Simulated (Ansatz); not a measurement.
```yaml
crystal:
  lattice:
    - [2.93978, 0.00000, 0.00000]
    - [-1.46989, 2.54592, 0.00000]
    - [0.00000, 0.00000, 4.53765]
  atoms:
    - { symbol: Ti, position: [0.66667, 0.33333, 0.75000] }
    - { symbol: Ti, position: [0.33333, 0.66667, 0.25000] }
```

No spin polarisation.

Computed with plane-wave PAW DFT at the PBE level (Ansatz, a quantum-chemistry and plane-wave program, 420 eV), without spin-orbit coupling. Γ-centred 23×23×13 mesh, Fermi–Dirac width 0.1 eV.

Task: Estimate the stress (xx, yy, zz, yz, xz, xy; compression positive).

Result: (2.0, 2.0, 5.0, 0.0, 0.0, 0.0) GPa.

Task: What is the computed band gap?

Result: Zero.

The cells carry an imposed strain or load. No phonon test of stability was made. The final runs are not spin-polarised. The cell was made from Ti in the hcp (Mg type) structure (space group P6_3/mmc, No. 194) by this change: uniaxial strain ε_zz = −2.50 %.
